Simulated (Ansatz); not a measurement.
# Response to strain in Ti3Al

Consider Ti$_{3}$Al (space group P6_3/mmc, No. 194; a = 5.6876 Å, c = 4.6084 Å). Axes: x lies along a and z along c of the hexagonal cell.

Strains are applied to the cell and any free atomic positions relax; under biaxial strain the out-of-plane vector relaxes too.

Levels (all Ansatz, a quantum-chemistry and plane-wave program, PAW): PBEsol (420 eV, spin-orbit coupling left out); r2SCAN (500 eV, no spin-orbit coupling).

Pressures by level, all at the geometries relaxed with PBEsol:

| case | PBEsol | r2SCAN |
|---|---|---|
| base | 0.0 GPa | 3.3 GPa |
| biaxial strain +3.29 %, plane normal [001], relaxed out of plane | -4.5 GPa | -1.7 GPa |
| uniaxial strain ε_xx = +5.11 % | -5.3 GPa | -2.6 GPa |
| uniaxial strain ε_zz = −2.20 % | 3.0 GPa | 6.5 GPa |

Single points use the geometry relaxed with PBEsol. Their cutoffs differ, which shifts pressures a little. Whether these cells are dynamically stable was not tested. The final runs are not spin-polarised.
